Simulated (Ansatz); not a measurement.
The starting structures come from a database of crystals and need not be the phases stable at ambient conditions.

Where the default PAW files enter, the runs use the earlier of Ansatz's two default sets.

The decay constant κ of evanescent states in the gap governs leakage through a thin film.

Consider the following.

```yaml
crystal:
  lattice:
    - [6.34132, 0.00000, 0.00000]
    - [0.00000, 8.84367, 0.00000]
    - [3.17066, 0.00000, 1.83058]
  atoms:
    - { symbol: Hg, position: [0.76851, 0.50000, 0.46299] }
    - { symbol: Hg, position: [0.23149, 0.83333, 0.76851] }
    - { symbol: Hg, position: [0.00000, 0.16667, 0.76851] }
    - { symbol: O, position: [0.44685, 0.00000, 0.10630] }
    - { symbol: O, position: [0.55315, 0.33333, 0.44685] }
    - { symbol: O, position: [0.00000, 0.66667, 0.44685] }
```

Space group of this cell: P3_121. The cell was relaxed by PBE-D3(BJ); by PBEsol its mean pressure is -2.9 GPa.

Transport runs along the normal of the first two printed cell vectors, the (110) plane of the conventional cell.

The gap is the functional's own. No spin-orbit coupling. Mid-gap values are those at the computed energy nearest the middle.

Estimate the band gap and the smallest decay constant κ at mid-gap that PBEsol (Ansatz, an electronic-structure program) returns for this system.

Gap 1.37 eV on a 16×4×16 mesh; κ = 0.316 1/Å, at (-0.167, 0.250) of the in-plane reciprocal vectors. At the zone centre the slowest state has κ = 0.32 1/Å.
